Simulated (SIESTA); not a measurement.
Band structure of Pt (Fm-3m, 1 atom in the cell).

```xyz
1
Lattice="0.0000 2.0031 2.0031 2.0031 0.0000 2.0031 2.0031 2.0031 0.0000" Properties=species:S:1:pos:R:3 pbc="T T T"
Pt     0.0000     0.0000     0.0000
```

Method: GGA PBE, numerical atomic orbitals TZP, PseudoDojo PBE standard norm-conserving potentials (rewritten from UPF to PSML) run with SIESTA.

Settings: XC.functional = GGA; XC.authors = PBE; potentials = PseudoDojo PBE standard; PAO.BasisSize = TZP; PAO.EnergyShift = 0.005 Ry; MeshCutoff = 350 Ry; kgrid.MonkhorstPack = 19 19 19; OccupationFunction = FD; ElectronicTemperature = 0.05 eV; MaxSCFIterations = 150; SCF.Mixer.Method = Pulay; SCF.Mixer.Weight = 0.25; SCF.Mixer.History = 6; SCF.DM.Tolerance = 1.0E-04.

The starting cell comes from a database of computed structures (which also holds hypothetical and non-ambient phases and stackings), without a prior relaxation at this level. Its lattice was rescaled by a random factor within 2.5 % of one. Spin-orbit coupling is off. Spin polarisation is off. Values carry the incompleteness of an atom-centred basis.

Levels in eV from the Fermi level, bands 6 to 11:
```csv
point,6,7,8,9,10,11
Γ,-3.40,-3.40,-3.40,-1.45,-1.45,31.28
X,-5.96,0.02,0.43,0.43,2.10,9.03
W,-4.07,-4.07,-1.74,0.43,7.56,8.45
K,-4.89,-2.51,-1.13,-0.15,6.13,6.58
L,-3.44,-3.44,-0.07,0.04,0.04,5.54
U,-4.89,-2.51,-1.13,-0.15,6.13,6.58
```

Bands cross the Fermi level along this path, so the cell is metallic at this level.

Higher empty bands are left out: an atom-centred basis made for the valence describes them poorly.
